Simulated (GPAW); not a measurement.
Several settings converged on Bi (R-3m, 2 atoms in the cell)

```
CELL_PARAMETERS angstrom
      4.14499    -2.26363     0.00000
      4.14499     2.26363     0.00000
      2.90880     0.00000     3.72073
ATOMIC_POSITIONS crystal
  Bi 0.23824 0.23824 0.23824
  Bi 0.76600 0.76600 0.76600
```

Base method: PBEsol, GPAW PAW datasets PBEsol (made by gpaw-setup) (plane waves; GPAW).

Base settings: mode = pw; ecut = 550 eV; xc = PBEsol; kpts = 4 4 4; mesh shift (steps) = 0 0 0; occupations.name = methfessel-paxton; occupations.width = 0.1 eV; occupations.order = 0; nbands = -8; convergence.forces = 0.001 eV/Å.

The count of work is k-points × plane waves × bands × iterations; it is no time. 

**The k-point mesh at a smearing width of 0.02 eV**

In this ladder: occupations.width = 0.02 eV.

Only quantities that move along the ladder and can be compared are tabulated.

| kpts | free energy less the last step's (meV/atom) | pressure (GPa) | largest difference of a force vector from the last step's (eV/Å) | count of work / last |
|---|---|---|---|---|
| 3 3 3 | -75.47 | -0.86 | 0.170 | 0.011 |
| 5 5 5 | -21.86 | -0.84 | 0.160 | 0.039 |
| 7 7 7 | -13.41 | -0.71 | 0.034 | 0.094 |
| 10 10 10 | -3.58 | -0.63 | 0.022 | 0.21 |
| 14 14 14 | -0.77 | -0.58 | 0.004 | 0.59 |
| 17 17 17 | 0.00 | -0.59 | 0.000 | 1.0 |

Coarsest kpts that holds the free energy within 2 meV/atom of the last step, with all finer ones: 14 14 14; the step before is off by 3.6 meV/atom.

Coarsest kpts that holds the pressure within 0.05 GPa of the last step, with all finer ones: 10 10 10, at 0.21 of the last step's count of work; the step before is off by 0.12 GPa.

Coarsest kpts that holds the forces within 0.01 eV/Å of the last step, with all finer ones: 14 14 14; the step before is off by 0.022 eV/Å.

Two neighbours can agree and both be off: 3 3 3 and 5 5 5 differ by 0.02 GPa in the pressure, yet lie about 0.26 GPa from the last step.

**The width of Fermi-Dirac smearing**

In this ladder: kpts = 7 7 7; occupations.name = fermi-dirac; occupations.order = default.

Narrow widths need finer meshes than wide ones, so the last steps can hold mesh noise.

Only quantities that move along the ladder and can be compared are tabulated; pressure and forces are left out, as mesh noise rules them at narrow widths.

```csv
occupations.width,free energy less the last step's (meV/atom),energy extrapolated to zero width less the last step's (meV/atom)
1 eV,-888.70,100.46
0.5 eV,-169.06,47.11
0.3 eV,-40.82,18.14
0.1 eV,0.00,0.00
```

Widest occupations.width that holds the free energy within 5 meV/atom: not settled: the last two steps still differ by 41 meV/atom, over half the tolerance, so the ladder does not show it.

Widest occupations.width that holds the energy extrapolated to zero width within 2 meV/atom: not settled: the last two steps still differ by 18 meV/atom, over half the tolerance, so the ladder does not show it.

The extrapolation to zero width removes most of the smearing's effect on the energy.

On the base run: the starting cell has typed, rounded lattice constants, without a prior relaxation at this level. Its lattice was rescaled by up to half a per cent. One atom was moved a little off its site on purpose. Without a gap this mesh is coarse (it stands for a supercell whose shortest vector is 18 Å).

Left out of this page: 2 runs of the series outside the window shown, repeating another row's setting, or not comparable.
